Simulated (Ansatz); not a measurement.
Results of r²SCAN (plane waves, PAW; Ansatz, a first-principles code) for TiTe₂ (model structure, started from the rutile type, P4₂/mnm, No. 136, 6 atoms in the cell).

Settings: plane-wave cutoff 560 eV, 10×10×14 k mesh (along the axes of the cell as run), Fermi–Dirac smearing 0.05 eV, no spin polarisation, scalar-relativistic PAW data made under PBE.

Cell (relaxed at this level):

```
TiTe2
1.0
    6.71688     0.00000     0.00000
    0.00000     6.71688     0.00000
    0.00000     0.00000     3.81087
Ti Te
2 4
Direct
  0.00000   0.00000   0.00000
  0.50000   0.50000   0.50000
  0.29783   0.29783   0.00000
  0.79783   0.20217   0.50000
  0.20217   0.79783   0.50000
  0.70217   0.70217   0.00000
```

Question: What does this level give for the bulk modulus B0?

Answer: 
- bulk modulus B0 = 54.9 GPa

Note: the bulk modulus is −V dP/dV from two relaxed cells at ±2 % in volume; the relaxation could raise the start's symmetry but not lower it, so the cell can be a saddle point.

Spin–orbit coupling is not included; it can open a gap where bands touch, and shift volumes and moduli.

Static lattice: no zero-point or thermal effects.

A model structure was made by putting elements into a prototype or built by hand; it is no filed structure, need not be a known phase, and can be a saddle point held by its symmetry.
